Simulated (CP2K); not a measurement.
Input and output of a self-consistent single point for Ba5Zr2N6 (C2/c, 26 atoms in the cell) (CP2K).

Method: CP2K 2026.2 with PBEsol, GPW, DZVP-MOLOPT-PBE-GTH basis, GTH-PBE potentials (POTENTIAL_UZH).

Input:

```
&GLOBAL
  PROJECT ba5zr2n6
  RUN_TYPE ENERGY_FORCE
  PRINT_LEVEL LOW
&END GLOBAL
&FORCE_EVAL
  METHOD Quickstep
  STRESS_TENSOR ANALYTICAL
  &DFT
    BASIS_SET_FILE_NAME BASIS_MOLOPT_UZH
    POTENTIAL_FILE_NAME POTENTIAL_UZH
    &QS
      METHOD GPW
      EPS_DEFAULT 1E-10
    &END QS
    &MGRID
      CUTOFF 500
      REL_CUTOFF 40
      NGRIDS 5
    &END MGRID
    &SCF
      SCF_GUESS ATOMIC
      EPS_SCF 1E-6
      MAX_SCF 100
      ADDED_MOS 33
      &DIAGONALIZATION
        ALGORITHM STANDARD
      &END DIAGONALIZATION
      &MIXING
        METHOD BROYDEN_MIXING
        ALPHA 0.4
        NBUFFER 10
        BETA 1.5
      &END MIXING
      &SMEAR ON
        METHOD FERMI_DIRAC
        ELECTRONIC_TEMPERATURE [K] 116.05
      &END SMEAR
    &END SCF
    &KPOINTS
      SCHEME MACDONALD 3 3 1 0.1666666667 0.1666666667 0.5
    &END KPOINTS
    &XC
      &XC_FUNCTIONAL
        &PBE
          PARAMETRIZATION PBESOL
        &END PBE
      &END XC_FUNCTIONAL
    &END XC
    &PRINT
      &MO
        EIGENVALUES T
        OCCUPATION_NUMBERS T
        NDIGITS 8
        FILENAME mo
        &EACH
          QS_SCF 0
        &END EACH
        ADD_LAST NUMERIC
      &END MO
      &MULLIKEN OFF
      &END MULLIKEN
    &END PRINT
  &END DFT
  &SUBSYS
    &CELL
      A 6.59635600 0.00000000 0.00000000
      B 2.54480400 6.08571100 0.00000000
      C -1.32928000 -0.88496600 14.46077400
      PERIODIC XYZ
    &END CELL
    &COORD
      Ba       2.68191806     3.79837553    14.15811000
      Ba       5.12996194     1.40236947     0.30266400
      Ba       2.60825257     3.74933296     7.53305100
      Ba       5.20362743     1.45141204     6.92772300
      Ba       0.68941819    -0.00476491    10.20916184
      Ba       7.12246181     5.20550991     4.25161216
      Ba       6.88566570     4.12037583    11.48199916
      Ba       0.92621430     1.08036917     2.97877484
      Ba       3.94709206     1.81815016    10.84558050
      Ba       3.86478794     3.38259484     3.61519350
      Zr       5.82523962     4.96662302     8.34806022
      Zr       1.98664038     0.23412198     6.11271378
      Zr       0.31778270     1.30004331    13.34310078
      Zr       7.49409730     3.90070169     1.11767322
      N        7.71752818     5.26897324     8.97435634
      N        0.09435182    -0.06822824     5.48641766
      N       -0.69118649    -0.32911363    12.71680466
      N        8.50306649     5.52985863     1.74396934
      N        4.60875975     3.93392837     9.58431179
      N        3.20312025     1.26681663     4.87646221
      N        1.73983831     2.02394899    12.10684921
      N        6.07204169     3.17679601     2.35392479
      N        2.43424230     0.74132378     8.06448444
      N        5.37763770     4.45942122     6.39628956
      N        5.52419944     2.79845716    13.62667656
      N        2.28768056     2.40228784     0.83409744
    &END COORD
    &KIND Ba
      BASIS_SET DZVP-MOLOPT-PBE-GTH-q10
      POTENTIAL GTH-PBE-q10
    &END KIND
    &KIND Zr
      BASIS_SET DZVP-MOLOPT-PBE-GTH-q12
      POTENTIAL GTH-PBE-q12
    &END KIND
    &KIND N
      BASIS_SET DZVP-MOLOPT-PBE-GTH-q5
      POTENTIAL GTH-PBE-q5
    &END KIND
  &END SUBSYS
  &PRINT
    &FORCES ON
    &END FORCES
    &STRESS_TENSOR ON
    &END STRESS_TENSOR
  &END PRINT
&END FORCE_EVAL
```

Output (repeated stretches shortened):

```
 SCF WAVEFUNCTION OPTIMIZATION

  Step     Update method      Time    Convergence         Total energy    Change
     1 NoMix/Diag. 0.40E+00      -     2.41561076      -565.3521186400 -5.65E+02
     2 Broy./Diag. 0.40E+00      -     0.25789560      -543.5798266419  2.18E+01
     3 Broy./Diag. 0.40E+00      -     0.17797355      -556.0473404626 -1.25E+01
     4 Broy./Diag. 0.40E+00      -     0.05762162      -558.5087760010 -2.46E+00
     5 Broy./Diag. 0.40E+00      -     0.06273089      -557.9554228124  5.53E-01
     6 Broy./Diag. 0.40E+00      -     0.01947700      -559.7075554561 -1.75E+00
   [... lines left out ...]
    14 Broy./Diag. 0.40E+00      -     0.00036627      -559.9929203527  3.01E-03
    15 Broy./Diag. 0.40E+00      -     0.00020425      -559.9905296347  2.39E-03
    16 Broy./Diag. 0.40E+00      -     0.00007652      -559.9900362430  4.93E-04
    17 Broy./Diag. 0.40E+00      -     0.00003236      -559.9901435716 -1.07E-04
    18 Broy./Diag. 0.40E+00      -     0.00001665      -559.9903528327 -2.09E-04
    19 Broy./Diag. 0.40E+00      -     0.00000807      -559.9904799829 -1.27E-04
    20 Broy./Diag. 0.40E+00      -     0.00000193      -559.9904752326  4.75E-06
    21 Broy./Diag. 0.40E+00      -     0.00000097      -559.9904693911  5.84E-06
  *** SCF run converged in    21 steps ***

  Overlap energy of the core charge distribution:               0.00000000107212
  Self energy of the core charge distribution:              -1160.87861577235253
  Core Hamiltonian energy:                                    265.16433164514217
  Hartree energy:                                             426.66191294416689
  Exchange-correlation energy:                                -90.93809820909367
  Electronic entropic energy:                                  -0.00000000000000
  Fermi energy:                                                 0.28734179988103

  Total energy:                                              -559.99046939106506
  Total energy (extrapolated to T->0):                       -559.99046939106506

   [... lines left out ...]

 STRESS| Analytical stress tensor [bar]
 STRESS|                        x                   y                   z
 STRESS|      x        6.20234792911E+04   6.46135615971E+03  -4.27844233195E+02
 STRESS|      y        6.46135615971E+03   5.66197173675E+04  -2.84822094668E+02
 STRESS|      z       -4.27844233195E+02  -2.84822094668E+02   6.03548434461E+04
 STRESS| 1/3 Trace                                             5.96660133682E+04
```

The run converged in 21 iterations. For comparison: a first run was changed to give this one (lattice scaled by 0.97), and from it to this one the free energy goes up by 23.7 meV/atom, the pressure goes from -1.84 to 5.97 GPa, the largest force goes from 0.362 to 0.820 eV/Å and the gap on the mesh goes from 1.425 to 1.455 eV.

The starting cell comes from a database of computed structures (which also holds hypothetical and non-ambient phases and stackings), without a prior relaxation at this level. For this run, on top of that: lattice scaled by 0.97. Values carry the incompleteness of an atom-centred basis. The potentials were made for another functional than the one used.

Cost on one core of a shared machine: roughly 6 min.
